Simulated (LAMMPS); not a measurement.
Molecular dynamics of a melt made from Fe (bcc), 16000 atoms, at 1990 K and 0 GPa, brought to that temperature within a few picoseconds.

Level of theory: classical MD, pair style eam/fs, file VFe_mm.eam.fs (LAMMPS).

Task: Predict the state found, the coordination number, the enthalpy per atom.

Result: state found: liquid; coordination number: 12.8 (counted to 3.46 Å); enthalpy per atom: -3.2572 ± 0.0004 eV/atom.
